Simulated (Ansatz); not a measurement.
SiC under a change: biaxial strain −1.50 %, plane normal [001], relaxed out of plane

The parent structure is SiC (space group P6_3mc, No. 186; a = 3.078 Å, c = 10.076 Å). Axes: x lies along a and z along c of the hexagonal cell.

Perturbation: compressive biaxial strain of 1.50 % in the plane normal to [001], as in epitaxy on a mismatched substrate; the out-of-plane cell vector and the atoms relax.

Method: Ansatz (an electronic-structure program) PBEsol, no spin-orbit coupling. Settings: 12×12×4 k-points, 0.05 eV Fermi–Dirac smearing.

| quantity | base | changed | shift |
|---|---|---|---|
| space group | P6_3mc (No. 186) | P6_3mc (No. 186) | – |
| shortest interatomic distance | 1.883 Å | 1.863 Å | -0.0206 Å |
| band gap | 2.12 eV | 1.99 eV | -0.125 eV |
| gap character | indirect, Γ → M | indirect, Γ → M | – |
| smallest direct gap | 3.24 eV | 3.18 eV | -0.06 eV |
| width of the top valence band | 2.47 eV | 2.65 eV | +0.186 eV |
| electron mass | – | 0.52 mₑ along k, 0.29 mₑ across (at M) | – |
| valence-band top at Γ (three highest levels, from the VBM) | 0.00, 0.00, -0.05 eV | 0.00, 0.00, -0.25 eV | – |
| out-of-plane strain | – | +0.33 % | – |
| ratio −ε⊥/ε∥ | – | 0.22 | – |

Effective masses come from finite differences of ±0.01 Å⁻¹. Along k means along the line from Γ to the band edge. Whether these cells are dynamically stable was not tested.
